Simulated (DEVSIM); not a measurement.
Structure: Schottky contact on n-type Si, at 500 K.

```
layer (left to right)  material  thickness (μm)  Nd (cm⁻³)  τn (s)  τp (s)
---------------------  --------  --------------  ---------  ------  ------
1                            Si           0.530     3.5e16  8.9e-7  8.9e-7
```

Left contact: Schottky, work function 4.66 eV, emission velocity 6.5e6 cm/s. Right contact: ohmic. Voltage is applied to the left contact. Recombination: SRH at mid-gap. Mobility is constant in doping.

This is a model device: material constants are rounded textbook-type values typed into the input, and sizes, dopings and lifetimes were drawn at random. Values at 300 K; Nc and Nv go as T^1.5, mobilities as T to minus their exponent, the gap by Varshni's rule with the affinity fixed.

| parameter | Si |
|---|---|
| gap (eV) | 1.124 |
| affinity (eV) | 4.05 |
| permittivity | 11.7 |
| Nc (cm⁻³) | 2.86e19 |
| Nv (cm⁻³) | 3.1e19 |
| μn (cm²/Vs) | 1417 |
| μp (cm²/Vs) | 470 |
| T exponent of μn | 2.3 |
| T exponent of μp | 2.2 |
| Varshni α (eV/K) | 0.000473 |
| Varshni β (K) | 636 |

Model (solved in DEVSIM): 1D drift-diffusion, Boltzmann statistics, complete ionisation; no tunnelling, impact ionisation, image-force lowering or self-heating. Metal contacts follow the ideal Schottky-Mott rule: no Fermi-level pinning, no interface dipoles.

Question: Tabulate band edges, carrier densities and field at -2.0 V on the left contact.

Answer: Energies count from the Fermi level of the right contact; mesh points crowd at the junctions.

```
x (μm)    Ec (eV)  Ev (eV)  n (cm⁻³)  p (cm⁻³)  field (V/cm)
--------  -------  -------  --------  --------  ------------
0.000       2.610    1.545    3.8e12    1.7e15       -160000
0.006595    2.508    1.443    3.9e12    1.6e14       -150000
0.01333     2.407    1.342    4.0e12    1.5e13       -150000
0.02324     2.262    1.197    4.2e12    5.6e11       -140000
0.03797     2.057    0.992    4.4e12    3.3e10       -140000
0.05401     1.847    0.782    4.8e12    3.0e10       -130000
0.07405     1.604    0.539    5.2e12    3.3e10       -120000
0.1038      1.284    0.218    6.1e12    3.8e10       -100000
0.1362      0.989   -0.077    7.5e12    4.5e10        -82000
0.1767      0.700   -0.365    1.6e13    6.0e10        -60000
0.2181      0.498   -0.568    6.2e14    8.9e10        -38000
0.2957      0.343   -0.723    2.2e16    2.8e11         -6700
0.3398      0.327   -0.739    3.2e16    5.4e11         -1600
0.3830      0.323   -0.742    3.4e16    8.7e11          -370
0.4275      0.322   -0.743    3.5e16    1.2e12           -91
0.4493      0.322   -0.743    3.5e16    1.4e12           -51
0.4706      0.322   -0.743    3.5e16    1.6e12           -33
0.4878      0.322   -0.743    3.5e16    1.8e12           -26
0.5034      0.322   -0.743    3.5e16    1.9e12           -23
0.5140      0.322   -0.743    3.5e16    2.0e12           -22
0.5212      0.322   -0.743    3.5e16    2.1e12           -21
0.5300      0.322   -0.743    3.5e16    2.1e12           -21
```
